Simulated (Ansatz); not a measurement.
**Effect of biaxial strain +2.50 %, plane normal [001], relaxed out of plane on GaAs**

The reference is GaAs in the zinc blende structure (space group F-43m, No. 216; a = 5.603 Å). Axes: x, y, z lie along the cube axes.

The change: biaxial strain +2.50 %, plane normal [001], relaxed out of plane (Cartesian); in-plane vectors clamped, the third vector and the atoms free.

Level of theory: LDA (Ansatz, a quantum-chemistry and plane-wave program; PAW; 420 eV plane waves; no spin-orbit coupling). Γ-centred 10×10×10 mesh, Fermi–Dirac width 0.05 eV.

| quantity | base | changed | shift |
|---|---|---|---|
| shortest interatomic distance | 2.426 Å | 2.449 Å | +0.0225 Å |
| energy relative to the base (free energy F) | 0 meV/atom | +9.8 meV/atom | +9.8 meV/atom |
| band gap | 0.49 eV | 0.11 eV | -0.38 eV |
| gap character | direct at Γ | direct at Γ | – |
| valence-band top at Γ (three highest levels, from the VBM) | 0.00, 0.00, 0.00 eV | 0.00, -0.25, -0.25 eV | – |
| out-of-plane strain | – | -2.30 % | – |
| ratio −ε⊥/ε∥ | – | 0.92 | – |
| mean in-plane stress (compression positive) | – | -2.8 GPa | – |

Final structure (turned so that z lies along the plane normal):

```yaml
crystal:
  lattice:
    - [4.06082, 0.00000, 0.00000]
    - [0.00000, 4.06082, 0.00000]
    - [2.03041, -2.03041, 2.73701]
  atoms:
    - { symbol: Ga, position: [0.00000, 0.00000, 0.00000] }
    - { symbol: As, position: [0.75000, 0.75000, 0.50000] }
```

No phonon test of stability was made. The zero or small gap of GaAs under biaxial strain +2.50 %, plane normal [001], relaxed out of plane can change with the level of theory. Labels are those of the standard path for the cell's own space group.
